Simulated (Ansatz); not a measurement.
**A computed series for TiO2: response to strain**

The parent structure is TiO₂ in the rutile structure (space group P4_2/mnm, No. 136; a = 4.597 Å, c = 2.954 Å). Axes: x, y, z lie along a, b, c of the conventional cell.

Strains are applied to the cell and any free atomic positions relax; under biaxial strain the out-of-plane vector relaxes too.

Levels (all Ansatz, a quantum-chemistry and plane-wave program, PAW): r2SCAN (500 eV, without spin-orbit coupling); HSE06 (420 eV, without spin-orbit coupling).

Band gaps by level, all at the geometries relaxed with r2SCAN:

```csv
case,r2SCAN,HSE06
base,2.22 eV,3.38 eV
"biaxial strain −2.05 %, plane normal [001], relaxed out of plane",2.24 eV,3.43 eV
"biaxial strain +0.63 %, plane normal [001], relaxed out of plane",2.23 eV,3.38 eV
isotropic strain −2.43 %,2.33 eV,3.51 eV
```

Single points use the geometry relaxed with r2SCAN. No phonon test of stability was made. All final runs are without spin polarisation.
